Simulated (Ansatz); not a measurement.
# A computed series for GaSb: pressure series

The parent structure is GaSb in the zinc blende structure (space group F-43m, No. 216; a = 6.132 Å).

Cell and atoms are relaxed at each pressure.

Level of theory: DFT with r2SCAN, PAW potentials and a 500 eV plane-wave cutoff in Ansatz (an electronic-structure program), scalar-relativistic without spin-orbit coupling.

Notes on the quantities. enthalpy: H = E + PV relative to the base's energy.

```json
[
 {"variant": "base", "shortest interatomic distance": "5.018 bohr", "enthalpy": "–", "electron mass": "0.023 mₑ (at Γ)"},
 {"variant": "pressure −2 GPa", "shortest interatomic distance": "5.089 bohr", "enthalpy": "-0.37 eV/atom", "electron mass": "–"},
 {"variant": "pressure −1 GPa", "shortest interatomic distance": "5.052 bohr", "enthalpy": "-0.18 eV/atom", "electron mass": "–"},
 {"variant": "pressure 1.8 GPa", "shortest interatomic distance": "4.966 bohr", "enthalpy": "+0.32 eV/atom", "electron mass": "0.035 mₑ (at Γ)"},
 {"variant": "pressure 4.2 GPa", "shortest interatomic distance": "4.907 bohr", "enthalpy": "+0.73 eV/atom", "electron mass": "1.7 mₑ along k, 0.091 mₑ across (at L)"},
 {"variant": "pressure 9 GPa", "shortest interatomic distance": "4.812 bohr", "enthalpy": "+1.51 eV/atom", "electron mass": "1.0 mₑ along k, 0.18 mₑ across (off the special points)"},
 {"variant": "pressure 18 GPa", "shortest interatomic distance": "4.682 bohr", "enthalpy": "+2.88 eV/atom", "electron mass": "0.99 mₑ along k, 0.18 mₑ across (off the special points)"},
 {"variant": "pressure 30 GPa", "shortest interatomic distance": "4.557 bohr", "enthalpy": "+4.56 eV/atom", "electron mass": "0.98 mₑ along k, 0.17 mₑ across (off the special points)"},
 {"variant": "pressure 45 GPa", "shortest interatomic distance": "4.443 bohr", "enthalpy": "+6.50 eV/atom", "electron mass": "1.0 mₑ along k, 0.17 mₑ across (off the special points)"},
 {"variant": "pressure 60 GPa", "shortest interatomic distance": "___", "enthalpy": "+8.32 eV/atom", "electron mass": "1.0 mₑ along k, 0.17 mₑ across (off the special points)"}
]
```

Q: Some entries are withheld; estimate them.

A: 
- pressure 60 GPa, shortest interatomic distance: 4.354 bohr

Spin-orbit coupling, missing from the scalar runs, can matter with Sb. The levels and masses belong to the bands next to the band gap. Load acts through the strain it causes; cell and atoms are relaxed under it. Masses are band curvatures over ±0.01 Å⁻¹ around the edge. Along k means along the line from Γ to the band edge. No phonon test of stability was made. Tetrahedral semiconductors of this kind turn to denser phases somewhere between about 1 and 50 GPa; those were not computed, so compressed cells here can lie past the real transition.
